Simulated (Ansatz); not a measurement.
Base system: BaTiO₃ (space group R3m, No. 160; a = 5.6353 Å, c = 6.9259 Å (hexagonal axes)).

Method: PBEsol (Ansatz, an electronic-structure program; PAW; 420 eV plane waves; spin-orbit coupling left out), earlier PAW set.

One change was made to it. Results:

The smallest direct gap drops by 0.69 eV (2.62 eV → 1.93 eV); the gap character remains indirect, T → Γ; the band gap decreases by 0.40 eV (2.32 eV → 1.92 eV); the shortest interatomic distance rises by 6.4 pm, from 188.2 pm to 194.6 pm.

Q: Which change produced these results?
A. pressure 5 GPa
B. pressure 3 GPa
C. pressure 10 GPa
D. pressure 0.7 GPa

A: C, pressure 10 GPa. For comparison, the band gap in the other runs: pressure 3 GPa gives 2.17 eV; pressure 0.7 GPa gives 2.28 eV; pressure 5 GPa gives 2.08 eV.

Load acts through the strain it causes; cell and atoms are relaxed under it. Whether these cells are dynamically stable was not tested. No other phases were tried under pressure. The final runs are not spin-polarised. This is not the structure that BaTiO3 has at room temperature and ambient pressure.
